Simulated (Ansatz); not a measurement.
Results of G0W0@PBEsol+SOC in Ansatz (plane waves, hard PAW, contour deformation, complete-basis limit, spin–orbit shift from PBEsol) for BSiCN (model structure, started from the AlSiCN type, P3m1, No. 156, 4 atoms in the cell).

Run with largest k mesh 12×12×6 (not extrapolated in the mesh).

Cell (relaxed with PBEsol):

```
CELL_PARAMETERS angstrom
      2.86132     0.00000     0.00000
     -1.43066     2.47797     0.00000
      0.00000     0.00000     4.63398
ATOMIC_POSITIONS crystal
  B  0.33333 0.66667 0.49145
  Si 0.66667 0.33333 0.00174
  C  0.33333 0.66667 0.14579
  N  0.66667 0.33333 0.61101
```

Q: Estimate the band gap that the calculation returns.

A: 
- band gap = 3.89 eV

Note: spin–orbit coupling enters as the shift of the gap found with a semilocal functional; the relaxation could raise the start's symmetry but not lower it, so the cell can be a saddle point.

Static lattice: no zero-point or thermal effects.

A model structure was made by putting elements into a prototype or built by hand; it is no filed structure, need not be a known phase, and can be a saddle point held by its symmetry.

Ansatz is a quantum-chemistry and plane-wave program.
